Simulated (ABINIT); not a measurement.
Worked example: band-structure calculation of LiVMoO₆ (Cm, 9 atoms in the cell) in ABINIT.

Method: PBEsol, PAW (JTH v2.0 PBE PAW, files made for PBE) (plane waves; ABINIT).

This input was run:

```
# LiVMoO6, JTH v2.0 PBE PAW
pp_dirpath "./"
pseudos "Li.GGA_PBE-JTH.xml, V.GGA_PBE-JTH.xml, Mo.GGA_PBE-JTH.xml, O.GGA_PBE-JTH.xml"
acell 5.0845085959 5.0845085959 6.7820897425 Angstrom
rprim
         0.9307625134   -0.3656243204    0.0000000000
         0.9307625134    0.3656243204    0.0000000000
        -0.3797031738    0.0000000000    0.9251083719
natom 9
ntypat 4
znucl 3 23 42 8
typat 1 2 3 4 4 4 4 4 4
xred
         0.0085800000    0.0085800000    0.0179000000
         0.8106600000    0.8106600000    0.3442500000
         0.1829600000    0.1829600000    0.6409900000
         0.6896800000    0.6896800000    0.5592600000
         0.3036100000    0.3036100000    0.4288200000
         0.9762400000    0.9762400000    0.2977800000
         0.0239200000    0.0239200000    0.7171800000
         0.6666500000    0.6666500000    0.1101500000
         0.3377000000    0.3377000000    0.8836800000
ecut 30
pawecutdg 60
pawovlp -1
pawxcdev 0
ixc -116133
occopt 1
nband 37
kptopt 1
ngkpt 2 2 1
nshiftk 1
shiftk 0.5 0.5 0.5
nstep 80
tolvrs1 1.0e-11
diemac 9
ndtset 2
prtden1 1
getden2 1
iscf2 -2
kptopt2 -4
ndivsm2 4
kptbounds2
       0.00000000  0.00000000  0.00000000  # G
       0.50000000  0.50000000  1.00000000  # Y
      -0.61754847 -0.61754847  2.38019154  # F
       0.50000000  0.50000000  0.50000000  # L
       0.31896231  0.68103769  0.50000000  # I
nband2 41
nbdbuf2 2
tolwfr2 1.0e-12
prtwf 0
```

Log, with long lists cut:

```
src_line: 1605
mpi_rank: 0
message: |
    For k point number   27  the reduced coordinates
    generated by the input variables kpt and kptnrm are
     -1.01756868461538E-01 -1.01756868461538E-01  1.51241082923077E+00
    while they must be between -1.0_dp and 1.0_dp (included).
    Action: check kpt and kptnrm in the input file.
...

--- !ERROR
src_file: m_chkinp.F90
src_line: 1605
mpi_rank: 0
message: |
    For k point number   28  the reduced coordinates
    generated by the input variables kpt and kptnrm are
     -1.57916015384616E-02 -1.57916015384616E-02  1.36778071076923E+00
    while they must be between -1.0_dp and 1.0_dp (included).
    Action: check kpt and kptnrm in the input file.
...

--- !ERROR
src_file: m_chkinp.F90
src_line: 1605
mpi_rank: 0
message: |
    For k point number   29  the reduced coordinates
    generated by the input variables kpt and kptnrm are
      7.01736653846154E-02  7.01736653846154E-02  1.22315059230769E+00
    while they must be between -1.0_dp and 1.0_dp (included).
    Action: check kpt and kptnrm in the input file.
...

--- !ERROR
src_file: m_chkinp.F90
src_line: 1605
mpi_rank: 0
message: |
    For k point number   30  the reduced coordinates
    generated by the input variables kpt and kptnrm are
      1.56138932307692E-01  1.56138932307692E-01  1.07852047384615E+00
    while they must be between -1.0_dp and 1.0_dp (included).
    Action: check kpt and kptnrm in the input file.
...

--- !ERROR
src_file: m_chkinp.F90
src_line: 4226
mpi_rank: 0
message: |
    Checking consistency of input data against itself gave 20 inconsistencies.
    The details of the problems can be found above (or in output or log file), in an earlier WARNING.
    In parallel, the details might not even be printed there. Then, try running in sequential to see the details.
...
```

The program stopped before any SCF iteration. 

The starting cell comes from a database of computed structures (which also holds hypothetical and non-ambient phases and stackings), without a prior relaxation at this level. The potentials were made for another functional than the one used.
